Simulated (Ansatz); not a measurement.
Start from HgSe in the zinc blende structure (space group F-43m, No. 216; a = 6.133 Å). Axes: x, y, z lie along the cube axes.

Computed with DFT with PBEsol, PAW potentials and a 420 eV plane-wave cutoff in Ansatz (an electronic-structure program), spin-orbit coupling left out, earlier PAW set.

Perturbation: strain tensor (xx, yy, zz, yz, xz, xy) = (+0.20, +0.06, +0.05, −0.98, −0.75, −2.05) %; the atoms relax in the strained cell.

### Question
What does the calculation give for the energy relative to the base and valley order after the change?

### Answer
The energy grows by 4.6 meV/atom; the valley order (the lowest conduction-band minima on the path, energy above the VBM, named in the base's zone) comes out as Γ 0.03 eV; L along [111] 0.71 eV; L along [11-1] 0.96 eV; L along [1-1-1] 1.12 eV.

Spin-orbit coupling, missing from the scalar runs, can matter with Hg. No phonon test of stability was made. All final runs are without spin polarisation.
